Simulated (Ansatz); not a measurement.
Base system: SiC in the zinc blende structure (space group F-43m, No. 216; a = 4.356 Å).

Now apply this change: a hydrostatic pressure of 2.1 GPa.

Computed with r2SCAN/PAW in Ansatz (a program for electronic structure), no spin-orbit coupling.

Base, band edges from the VBM (valence, conduction): X -3.33, 1.71; W -4.81, 5.72; L -1.11, 5.99; Γ 0.00, 6.82; K -2.71, 3.53; U -2.71, 3.53 eV.

Task: Give the band edges at the high-symmetry points of the new zone, measured from its valence-band maximum.

Result: 
```
point  valence edge (eV)  conduction edge (eV)
-----  -----------------  --------------------
Γ                   0.00                  6.93
X                  -3.35                  1.71
U                  -2.73                  3.55
K                  -2.73                  3.55
L                  -1.11                  6.08
W                  -4.85                  5.73
```

The gap is 1.71 eV, indirect, Γ → X.

Load acts through the strain it causes; cell and atoms are relaxed under it. Whether these cells are dynamically stable was not tested.
